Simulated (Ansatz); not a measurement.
Levels about the gap of amorphous In$_{24}$O$_{38}$Hf (63 atoms in a cell of 889 Å³, 6.62 g/cm³; zone centre alone, so wide bands show as single levels with stretches between that a denser mesh fills), at the geometry that PBE relaxed, where it gives -0.6 GPa on a denser mesh. The participation number counts the atoms over which a state spreads; weights are charges in smoothed Voronoi cells. The levels come from a single point, so bond lengths are those of that geometry. Method of the levels: PBE, scalar-relativistic without spin-orbit coupling (Ansatz, a program for electronic structure). Sampling: the zone centre alone; Fermi-Dirac width 0.02 eV; no spin polarisation. At PBE the levels at the filled edge of the gap are localised (band-tail or defect states).

Preparation: random packing, a CHGNet melt and quench, and a DFT relaxation. O atoms were pushed apart under 1.9 Å during the dynamics, to hinder bonds among them. The hot cell started wider than the set density and was brought back towards it in steps. It is the lowest in DFT energy of 2 quenches. It is a model cell: composition and starting density were chosen by hand, and all elements were melted together. No dispersion term was used. Its density started from a set value of 6.62 and ended at 6.62 g/cm³. The simulated quench (nominally 220 K/ps over its main leg) is rapid and tends to freeze in more defects than a deposited or slowly cooled glass has. A cell of this size samples the disorder only roughly. The volume was held where the preparation left it and the shape relaxed, at a PBE pressure of -0.6 GPa (tension). Stress components on the final sampling reach 0.7 GPa.

```json
[
 {"E - E(highest filled), eV": "-0.20", "filling": "filled", "participation number": "19.5", "largest on": "O, 3 neighbours", "weight O": "0.94", "weight In": "0.05", "weight Hf": "0.00"},
 {"E - E(highest filled), eV": "-0.17", "filling": "filled", "participation number": "20.2", "largest on": "O, 3 neighbours", "weight O": "0.94", "weight In": "0.06", "weight Hf": "0.00"},
 {"E - E(highest filled), eV": "-0.13", "filling": "filled", "participation number": "22.1", "largest on": "O, 4 neighbours", "weight O": "0.94", "weight In": "0.06", "weight Hf": "0.00"},
 {"E - E(highest filled), eV": "-0.12", "filling": "filled", "participation number": "18.4", "largest on": "O, 3 neighbours", "weight O": "0.94", "weight In": "0.06", "weight Hf": "0.00"},
 {"E - E(highest filled), eV": "-0.10", "filling": "filled", "participation number": "16.1", "largest on": "O, 3 neighbours", "weight O": "0.94", "weight In": "0.06", "weight Hf": "0.00"},
 {"E - E(highest filled), eV": "-0.04", "filling": "filled", "participation number": "9.4", "largest on": "O, 4 neighbours", "weight O": "0.95", "weight In": "0.05", "weight Hf": "0.00"},
 {"E - E(highest filled), eV": "0.00", "filling": "filled", "participation number": "4.6", "largest on": "O, 3 neighbours", "weight O": "0.95", "weight In": "0.05", "weight Hf": "0.00"},
 {"E - E(highest filled), eV": "0.64", "filling": "empty", "participation number": "59.3", "largest on": "In, 5 neighbours", "weight O": "0.57", "weight In": "0.42", "weight Hf": "0.01"},
 {"E - E(highest filled), eV": "3.37", "filling": "empty", "participation number": "18.9", "largest on": "In, 5 neighbours", "weight O": "0.58", "weight In": "0.41", "weight Hf": "0.01"},
 {"E - E(highest filled), eV": "3.40", "filling": "empty", "participation number": "32.4", "largest on": "In, 5 neighbours", "weight O": "0.61", "weight In": "0.39", "weight Hf": "0.01"},
 {"E - E(highest filled), eV": "3.58", "filling": "empty", "participation number": "40.1", "largest on": "In, 5 neighbours", "weight O": "0.60", "weight In": "0.39", "weight Hf": "0.00"},
 {"E - E(highest filled), eV": "3.79", "filling": "empty", "participation number": "39.0", "largest on": "In, 5 neighbours", "weight O": "0.61", "weight In": "0.38", "weight Hf": "0.01"},
 {"E - E(highest filled), eV": "3.88", "filling": "empty", "participation number": "41.9", "largest on": "In, 5 neighbours", "weight O": "0.59", "weight In": "0.40", "weight Hf": "0.01"},
 {"E - E(highest filled), eV": "4.07", "filling": "empty", "participation number": "44.8", "largest on": "In, 6 neighbours", "weight O": "0.60", "weight In": "0.38", "weight Hf": "0.01"}
]
```

Most localised among these is the filled level at +0.00 eV, on a O atom, which has 3 neighbours (In 2.12 Å, In 2.12 Å, In 2.31 Å).
